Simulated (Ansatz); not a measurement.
# How the bulk modulus B0 of InAlN₂ (model structure, started from the ScAlN2 type, P3m1, No. 156, 4 atoms in the cell) moves with the method

No measured value is used here.

| level (code) | value (GPa) | cell (Å³/atom) |
|---|---|---|
| LDA (Ansatz) | ___ | 12.57 |
| PBE (Ansatz) | 150 | 13.25 |
| PBEsol (Ansatz) | 162 | 12.89 |

Fill in the missing entries.


- LDA (Ansatz, an electronic-structure program), value (GPa): 172

LDA, PBE, PBEsol: the bulk modulus is −V dP/dV from two relaxed cells at ±2 % in volume. Each level is taken at its own relaxed cell. Ansatz's density-functional and Hartree–Fock values are scalar-relativistic unless marked +SOC, with PAW data made under PBE.

A model structure was made by putting elements into a prototype or built by hand; it is no filed structure, need not be a known phase, and can be a saddle point held by its symmetry.
